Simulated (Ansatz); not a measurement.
Start from PbF₂ in the fluorite structure (space group Fm-3m, No. 225; a = 6.0007 Å).

Method: Ansatz (a program for electronic structure) PBE, without spin-orbit coupling.

Strains are applied to the cell and any free atomic positions relax.

One change was made to it. Results:

| quantity | base | after |
|---|---|---|
| energy relative to the base (free energy F) | 0 meV/atom | +27 meV/atom |
| pressure | 0.00 GPa | -4.78 GPa |
| band gap | 4.42 eV | 4.35 eV |

Q: Which change produced these results?
(A) isotropic strain +3.00 %
(B) isotropic strain +0.50 %
(C) isotropic strain +2.50 %

A: A, isotropic strain +3.00 %. For comparison, the energy relative to the base in the other runs: isotropic strain +0.50 % gives +0.8 meV/atom; isotropic strain +2.50 % gives +19 meV/atom.

With Pb present, leaving out spin-orbit coupling can change the band edges. Semilocal Kohn–Sham gaps tend to fall short of experiment. Stability against distortions was not tested.
